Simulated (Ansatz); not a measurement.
**Ta, point defects**

Base system: a 12-atom supercell of Ta in the bcc (W type) structure (space group Im-3m, No. 229; a = 3.3197 Å) at its relaxed geometry.

One neutral defect a cell, atoms relaxed at fixed cell.

The values are results of PBE (Ansatz, a first-principles code, PAW, spin-orbit coupling left out), earlier PAW set, not measurements.

```json
[
 {"variant": "perfect supercell", "largest displacement of a host atom from its site in the perfect cell": "–", "pressure": "-0.1 GPa"},
 {"variant": "Al on a Ta site", "largest displacement of a host atom from its site in the perfect cell": "0.04 Å", "pressure": "(withheld)"},
 {"variant": "Re on a Ta site", "largest displacement of a host atom from its site in the perfect cell": "0.06 Å", "pressure": "(withheld)"},
 {"variant": "Hf on a Ta site, symmetric start", "largest displacement of a host atom from its site in the perfect cell": "0.04 Å", "pressure": "2.8 GPa"},
 {"variant": "H interstitial (started 1.75 Å from the nearest host atom)", "largest displacement of a host atom from its site in the perfect cell": "0.06 Å", "pressure": "2.5 GPa"}
]
```

Problem. Complete the table.

Solution. 
- Al on a Ta site, pressure: -2.2 GPa
- Re on a Ta site, pressure: -4.2 GPa

In so small a cell the defect repeats every few ångströms: this is an ordered compound, not a dilute defect. Defects with a symmetric start kept the site's symmetry and may sit on a saddle; the others started slightly shaken. The final runs are not spin-polarised. An odd electron count without spin: HfTa11 and Ta12H.
